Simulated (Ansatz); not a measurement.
Base system: HfO$_{2}$ (space group P2_1/c, No. 14).

```yaml
crystal:
  lattice:
    - [5.11406, 0.00000, 0.00000]
    - [0.00000, 5.18158, 0.00000]
    - [-0.87114, 0.00000, 5.22313]
  atoms:
    - { symbol: Hf, position: [0.27621, 0.04185, 0.20822] }
    - { symbol: Hf, position: [0.72379, 0.54185, 0.29178] }
    - { symbol: Hf, position: [0.72379, 0.95815, 0.79178] }
    - { symbol: Hf, position: [0.27621, 0.45815, 0.70822] }
    - { symbol: O, position: [0.07006, 0.33377, 0.34402] }
    - { symbol: O, position: [0.92994, 0.83377, 0.15598] }
    - { symbol: O, position: [0.92994, 0.66623, 0.65598] }
    - { symbol: O, position: [0.07006, 0.16623, 0.84402] }
    - { symbol: O, position: [0.44796, 0.75767, 0.47851] }
    - { symbol: O, position: [0.55204, 0.25767, 0.02149] }
    - { symbol: O, position: [0.55204, 0.24233, 0.52149] }
    - { symbol: O, position: [0.44796, 0.74233, 0.97851] }
```

Cartesian axes are those of the cell as printed.

The values are results of r2SCAN (Ansatz, a first-principles code, PAW, without spin-orbit coupling), not measurements.

Before the change:

| Quantity | Result |
|---|---|
| Band gap | 4.59 eV |
| Smallest direct gap | 4.68 eV |

It is then changed as follows: uniaxial stress, 2 GPa tension along x, with the cell and atoms free to relax against it.

### Question
Estimate the effect on the band gap.

### Answer
The band gap falls by 0.02 eV to 4.57 eV.

### Question
What happens to the secant Young's modulus along x?

### Answer
The secant Young's modulus along x comes out as 250 GPa.

### Question
Predict the new smallest direct gap.

### Answer
The smallest direct gap decreases by 0.027 eV to 4.66 eV.

### Question
Predict the new energy relative to the base.

### Answer
The energy grows by 0.6 meV/atom.

Spin-orbit coupling, missing from the scalar runs, can matter with Hf. Load acts through the strain it causes; cell and atoms are relaxed under it. Beyond what the load breaks, stability against distortions was not tested.
